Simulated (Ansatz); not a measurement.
The reference is GaAs (space group P4_2/mnm, No. 136; a = 7.0247 Å, c = 4.0616 Å; a hypothetical phase, not in the database extracts checked).

(Cell as relaxed with PBE.)

Levels (all Ansatz, a program for electronic structure, PAW): PBE (420 eV, no spin-orbit coupling); PBEsol (420 eV, no SOC).

Each level relaxes its own structure.

```
base                      PBE    PBEsol
-------------------  --------  --------
volume per atom      25.05 Å³  23.94 Å³
lattice parameter a   7.025 Å   6.917 Å
```

Perturbation: a hydrostatic pressure of 1.5 GPa.

```csv
quantity,PBE,PBEsol
lattice parameter a,6.959 Å,…
c/a ratio,0.580,…
```

**Question.** What does PBEsol give?

**Answer.** 
- lattice parameter a, PBEsol: 6.859 Å
- c/a ratio, PBEsol: 0.580

PBE's lattice parameter a lies 0.100 Å above PBEsol's (1.5 %); the two agree on the c/a ratio. Neither level is exact; PBEsol is the comparison here, not a measurement.

Load acts through the strain it causes; cell and atoms are relaxed under it. Stability against distortions was not tested.
